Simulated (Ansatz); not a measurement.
A relaxation of cell and atoms of NaMgF3 (Pm-3m, 5 atoms in the cell) with Ansatz (a program for electronic structure).

Computed with PBEsol, default PAW files made with PBE (plane waves; Ansatz).

The change in words: atoms on their sites; basis.ecutwfc: 420 eV → 210 eV; relax: default → cell and atoms. Reference geometry:
```
CELL_PARAMETERS angstrom
      3.96269     0.00000     0.00000
      0.00000     3.96269     0.00000
      0.00000     0.00000     3.96269
ATOMIC_POSITIONS crystal
  Na 0.00000 0.00000 0.01262
  Mg 0.50000 0.50000 0.50000
  F  0.50000 0.50000 0.00000
  F  0.00000 0.50000 0.50000
  F  0.50000 0.00000 0.50000
```

Reference input (self-consistent single point, DFT, PBEsol, plane waves, default PAW files made with PBE): basis.ecutwfc = 420 eV; kpoints.mp_grid.grid = 6 6 6; hamiltonian.xc = pbesol; hamiltonian.pseudopotentials = {kind: paw} (the program's default PAW files); scf.occupations.method = fermi_dirac; scf.occupations.width = 0.01 eV. This run's input differs from it in these lines:

Ansatz 0.2 input:
```diff
@@ -7,3 +7,3 @@
   atoms:
-    - { symbol: Na, position: [0.00000000, 0.00000000, 0.01261800] }
+    - { symbol: Na, position: [0.00000000, 0.00000000, 0.00000000] }
     - { symbol: Mg, position: [0.50000000, 0.50000000, 0.50000000] }
@@ -13,3 +13,3 @@
 basis:
-  ecutwfc: 420.0 eV
+  ecutwfc: 210.0 eV
 kpoints:
@@ -21,2 +21,4 @@
   occupations: { method: fermi_dirac, width: 0.01 eV }
+relax:
+  cell: {}
 output:
```

Output, abridged:

```
   [... SCF lines of the steps left out ...]
relax step   1: F+E_penalty+E_count = -5769.10991575 eV  Δ(F+E_penalty+E_count) = +0.000e0 eV  max|allowed force component| = 2.486e-29 eV/Å  Δτ_max = 0.0000 Å  P = -4.275 GPa  Ω = 62.226 Å³  (9 SCF iters, dr2 threshold 1.00e-7 eV, accepted)
relax step   2: F+E_penalty+E_count = -5771.59583858 eV  Δ(F+E_penalty+E_count) = -2.486e0 eV  max|allowed force component| = 4.765e-29 eV/Å  Δτ_max = 0.0000 Å  P = +16.579 GPa  Ω = 60.737 Å³  energy of the carried Pulay correction = +2.543e0 eV  (6 [...]
   [... lines left out ...]
relax step 119: F+E_penalty+E_count = -5768.97071794 eV  Δ(F+E_penalty+E_count) = +3.717e-2 eV  max|allowed force component| = 7.042e-29 eV/Å  Δτ_max = 0.0000 Å  P = +0.000 GPa  Ω = 60.623 Å³  energy of the carried Pulay correction = -3.719e-2 eV  [...]
relax step 120: F+E_penalty+E_count = -5768.97071794 eV  Δ(F+E_penalty+E_count) = -7.180e-9 eV  max|allowed force component| = 7.137e-29 eV/Å  Δτ_max = 0.0000 Å  P = +0.418 GPa  Ω = 60.623 Å³  stress off target by 4.18e-1 GPa  SCF on the basis [...]
basis re-selected at this cell: Δ(F+E_penalty+E_count) = -7.180e-9 eV, ΔP = +0.418 GPa vs the last step
   [... lines left out ...]
Free energy (F): -5768.970718 eV
Fermi energy:    4.419927 eV
Error: variable-cell relaxation did not converge after 120 `relax_step` rows, as none of its last 54 fresh-basis SCF(s) at a relaxed cell met both thresholds with a finite energy. The last misses `relax.cell.stress_tol`: largest allowed force component 7.14e-29 eV/Å (`relax.f_tol` 1.00e-2 eV/Å), stress off the target on the free part of the cell 4.18e-1 GPa (`relax.cell.stress_tol` 5.00e-2 GPa), F+E_penalty+E_count -5768.97071794 eV. The closest is row 116, whose structure comes with this error. Larger ratio of force or stress to its threshold at each such SCF whose figures are numbers: 57.150, 62.710, 74.274, 21.005, 29.681, 22.750, 20.927, 11.602, 17.836, 12.352, 19.514, 9.927, [...]
   [... lines left out ...]
to start a new deck from the relaxed geometry:
  cell:  # Å, volume = 60.5859 Å³
    - [3.9275693616507277, -1.0264002897368723e-30, -1.0432622076353877e-32]
    - [-1.0264323885692788e-30, 3.9275693616507277, 6.54776057551152e-32]
    - [-9.341261774534443e-33, 6.54776057551152e-32, 3.9275693616507277]
  atoms:
    - { symbol: Na, position: [2.706160962002498e-45, 4.928718040834986e-46, -2.4774313789796806e-46] }
    - { symbol: Mg, position: [0.5, 0.5, 0.5] }
    - { symbol: F, position: [0.5, 0.5, 3.010602169447849e-47] }
    - { symbol: F, position: [-8.316788493099683e-46, 0.5, 0.5] }
    - { symbol: F, position: [0.5, -2.1347906292448385e-46, 0.5] }
```

The relaxation ended unconverged. 

The starting cell comes from a database of computed structures (which also holds hypothetical and non-ambient phases and stackings), without a prior relaxation at this level. Its lattice was rescaled by up to half a per cent. The cutoff lies below the one recommended for these files.

Cost on one core of a shared machine: roughly 2 min.
